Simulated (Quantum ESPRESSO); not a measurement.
Quantum ESPRESSO is run on Cs (Im-3m, 1 atom in the cell), and the run fails. The aim is a self-consistent single point with DFT, LDA (PZ), plane waves, GBRV 1.5 ultrasoft (LDA) pseudopotentials.

Cell that was meant: a = 5.2989 Å, b = 5.2989 Å, c = 5.2989 Å, α = 109.47°, β = 109.47°, γ = 109.47°.

Part of the input:

```fortran
 ecutrho = 200,
 occupations = 'smearing',
 smearing = 'marzari-vanderbilt',
/
&electrons
 conv_thr = 1e-10,
/
```

Log, with long lists cut:

```
 %%%%%%%%%%%%%%%%%%%%%%%%%%%%%%%%%%%%%%%%%%%%%%%%%%%%%%%%%%%%%%%%%%%%%%%%%%%%%%
     Error in routine  set_occupations (1):
      smearing requires a value for gaussian broadening (degauss)
 %%%%%%%%%%%%%%%%%%%%%%%%%%%%%%%%%%%%%%%%%%%%%%%%%%%%%%%%%%%%%%%%%%%%%%%%%%%%%%

     stopping ...
```

### Question
Read the log: what does the program object to, and what is the fix?

### Answer
The fault is smearing without a width. A smearing function needs a non-zero width. To fix it, give the width. The program stopped before any SCF iteration.

An input that runs soundly differs in these lines (not the only fix; some lines may just follow from the change or write a value another way):
```diff
+ degauss = 0.019992,
```

With that input, the run converged in 6 iterations: free energy E − TS -857.5491 eV; Fermi level (on the code's own zero) 2.04 eV; pressure -0.36 GPa (DFT, LDA (PZ), plane waves, GBRV 1.5 ultrasoft (LDA) pseudopotentials).

On the sound input: the starting cell comes from a database of computed structures (which also holds hypothetical and non-ambient phases and stackings), without a prior relaxation at this level. Its lattice was rescaled by a random factor within 2.5 % of one.
